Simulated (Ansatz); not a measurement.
## A computed series for BAs: response to strain

Base system: BAs in the zinc blende structure (space group F-43m, No. 216).

```yaml
crystal:
  lattice:
    - [0.00000, 2.38386, 2.38386]
    - [2.38386, 0.00000, 2.38386]
    - [2.38386, 2.38386, 0.00000]
  atoms:
    - { symbol: As, position: [0.75000, 0.75000, 0.75000] }
    - { symbol: B, position: [0.00000, 0.00000, 0.00000] }
```

Cartesian axes are those of the cell as printed.

Strains are applied to the cell and any free atomic positions relax; under biaxial strain the out-of-plane vector relaxes too; under stress the whole cell relaxes.

Computed with PBEsol in Ansatz (plane waves to 420 eV, PAW, spin-orbit coupling left out), earlier PAW set.

```json
[
 {"variant": "base", "band gap": "1.08 eV", "volume per atom": "13.55 Å³", "gap character": "indirect, Γ → Γ–X (82 % along)"},
 {"variant": "biaxial strain +3.43 %, plane normal [001], relaxed out of plane", "band gap": "(withheld)", "volume per atom": "(withheld)", "gap character": "indirect, Γ → k = (0, 0, 0.417) in the run's primitive reciprocal basis"},
 {"variant": "biaxial strain +3.96 %, plane normal [001], relaxed out of plane", "band gap": "0.30 eV", "volume per atom": "14.34 Å³", "gap character": "indirect, Γ → k = (0, 0, 0.417) in the run's primitive reciprocal basis"},
 {"variant": "biaxial strain −1.32 %, plane normal [111], relaxed out of plane", "band gap": "0.99 eV", "volume per atom": "13.23 Å³", "gap character": "indirect, Γ → F–Γ (18 % along)"},
 {"variant": "isotropic strain −3.18 %", "band gap": "0.98 eV", "volume per atom": "12.30 Å³", "gap character": "–"},
 {"variant": "isotropic strain −0.49 %", "band gap": "1.07 eV", "volume per atom": "13.35 Å³", "gap character": "indirect, Γ → Γ–X (82 % along)"},
 {"variant": "isotropic strain +0.54 %", "band gap": "1.10 eV", "volume per atom": "13.77 Å³", "gap character": "indirect, Γ → Γ–X (82 % along)"},
 {"variant": "tensor shear ε_yz = −3.68 %", "band gap": "0.23 eV", "volume per atom": "13.53 Å³", "gap character": "indirect, Γ → X"},
 {"variant": "uniaxial stress, 5 GPa tension along z", "band gap": "0.92 eV", "volume per atom": "13.71 Å³", "gap character": "indirect, Γ → Γ–X (82 % along)"},
 {"variant": "uniaxial stress, 1 GPa tension along z", "band gap": "1.05 eV", "volume per atom": "13.58 Å³", "gap character": "indirect, Γ → Γ–X (82 % along)"}
]
```

Question: Complete the table.

Answer: 
- biaxial strain +3.43 %, plane normal [001], relaxed out of plane, band gap: 0.40 eV
- biaxial strain +3.43 %, plane normal [001], relaxed out of plane, volume per atom: 14.23 Å³

Stability under load was not tested beyond the relaxation. The zero or small gap of BAs under tensor shear ε_yz = −3.68 % can change with the level of theory. k-point labels follow each cell's own Brillouin zone.

Ansatz is a quantum-chemistry and plane-wave program.
